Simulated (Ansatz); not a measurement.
The complex Ga vacancy + O on the N site in wurtzite GaN (the Ga site; N 1.98 Å away, along c) and its isolated parts, with the Fermi level 0.90 eV above the valence-band maximum, each in its stable bound charge state.

Computed with PBE, PAW (plane waves to 420 eV; Ansatz, a first-principles code). Cell and caveats: 192-site cell; 2×2×2 shifted k-points; host gap 1.71 eV; charged states image-corrected; finite-size errors of tenths of an eV; flagged in the runs: for some of the defects a host whose relaxation on this sampling wasn't shown to rest, host ions not shown at rest.

```tsv
defect	charge	E_f, elements as references (eV)
Ga vacancy	−1	6.77
O on the N site	+1	-2.48
```

**Question.** Is the complex bound, by how much, and in which charge state?

**Answer.** The complex has charge −1 and E_f = 2.67 eV: 6.77 + -2.48 − (2.67) = 1.62 eV, bound. The charge changes by −1 on pairing, so the value moves with the Fermi level.
